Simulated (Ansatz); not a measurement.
The (10-12) face of hcp Sc can be cut between different planes. Symmetric, stoichiometric slabs relaxed in the 1x1 cell (25.7 Å²): top plane Sc, 1.28 Å over the next in the ideal cut; top plane Sc, 0.64 Å over the next in the ideal cut.

All values below come from PBE (plane waves to 420 eV, PAW; Ansatz, a program for electronic structure).

**Question.** Order them by surface energy (lowest first) at the level PBE.

**Answer.** the cut with an outer spacing of 0.64 Å (1.24 J/m²), the cut with an outer spacing of 1.28 Å (1.35 J/m²)
